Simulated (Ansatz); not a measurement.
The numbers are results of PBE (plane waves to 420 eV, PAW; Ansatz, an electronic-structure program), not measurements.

Electrostatic potential energy of an electron, averaged over planes parallel to the surface, in eV from the Fermi level, for H2O on the 1x1 (111) surface of fcc Ag, one in a 2x2 cell, started at the site 'bridge Ag-Ag (span 2.9 Å)':

(z (Å), V (eV)): (5.30, 4.43); (5.59, 4.43); (5.89, 4.43); (6.18, 4.43); (6.48, 4.42); (6.77, 4.40); (7.07, 4.37); (7.36, 4.31); (7.66, 4.19); (7.95, 3.92); (8.24, 3.36); (8.54, 2.13); (8.83, -1.05); (9.13, -6.27); (9.42, -10.61); (9.72, -12.03); (10.01, -10.00); (10.31, -5.39); (10.60, -0.65); (10.89, 0.93); (11.19, -1.09); (11.48, -5.99); (11.78, -10.42); (12.07, -12.10); (12.37, -10.36); (12.66, -5.88); (12.96, -1.01); (13.25, 0.88); (13.54, -1.00); (13.84, -5.86); (14.13, -10.34); (14.43, -12.10); (14.72, -10.43); (15.02, -6.00); (15.31, -1.11); (15.61, 0.92); (15.90, -0.69); (16.19, -5.44); (16.49, -10.03); (16.78, -12.03); (17.08, -10.60); (17.37, -6.26); (17.67, -1.07); (17.96, 2.06); (18.26, 3.21); (18.55, 3.60); (18.84, 3.43); (19.14, 2.10); (19.43, 0.02); (19.73, 0.04); (20.02, 2.07); (20.32, 3.53); (20.61, 3.95); (20.91, 4.10); (21.20, 4.16); (21.49, 4.18); (21.79, 4.19); (22.08, 4.19); (22.38, 4.19); (22.67, 4.20); (22.97, 4.20); (23.26, 4.20); (23.56, 4.20); (23.85, 4.20)

Set-up: 19 atoms, 7.1 Å thick at the start under the adsorbate (thin: gaps and levels are the slab's own); mesh 6x6x1; 0.1 eV smearing; dipole correction on; 8 atoms held, the rest relaxed; no symmetry held; no spin, no spin-orbit, no U, no dispersion correction. At the end no host atom lies within bonding distance. In PBE it is, or lies within 0.03 eV of, the lowest of the starts that converged.

The vacuum level lies 4.20 eV above the Fermi level over the top face and 4.43 eV above it under the bottom face.
